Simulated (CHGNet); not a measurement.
# L1₀ (CuAu-type) TiAl

All values below come from the machine-learned potential CHGNet 0.3.0 (trained on PBE and PBE+U data).

Cell: relaxed at this level.

* **equilibrium lattice constant a**: 2.770 Å
* **lattice parameter c**: 4.250 Å

Measured, for comparison: lattice constant a 2.826 Å (temperature not stated, not corrected to a static lattice, P4/mmm two-atom cell, a_fct/√2; as tabulated in Zope and Mishin (2003), arXiv:cond-mat/0306298); lattice parameter c 4.077 Å (temperature not stated, not corrected to a static lattice; as tabulated in Zope and Mishin (2003), arXiv:cond-mat/0306298). Computed (rounded) less measured: lattice constant a -2.0 %, lattice parameter c +4.2 %. A static lattice is as a rule a little smaller and stiffer than an uncorrected measurement, which narrows the difference in the lattice constant a and would widen misses of the other sign.

A machine-learned potential is trained on density-functional data: it inherits that level's misses and adds fitting errors of its own.
